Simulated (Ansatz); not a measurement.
Si vacancy in alpha quartz (start: the Si site; 72-site cell, 2×2×2 Γ-centred sampling), charge −1. These are PBE, PAW (plane waves to 420 eV; Ansatz, a program for electronic structure) values and carry that method's errors.

* **total energy of the defect cell**: -41923.2328 eV
* **total energy of the perfect cell**: -42577.7781 eV
* **μ(Si) in silicon, atoms added −1**: -635.8098 eV
* **Δμ(Si), Si-rich**: 0.000 eV
* **valence-band maximum on the cell's zero**: 1.990 eV
* **image correction with alignment**: 0.657 eV
* **Fermi level above the maximum**: 3.50 eV

Work out the formation energy.

E_f = E(defect) − E(perfect) − Σ n μ + q (E_VBM + E_F) + E_corr = 654.545 − (635.810) + (-5.490) + (0.657) = 13.90 eV.
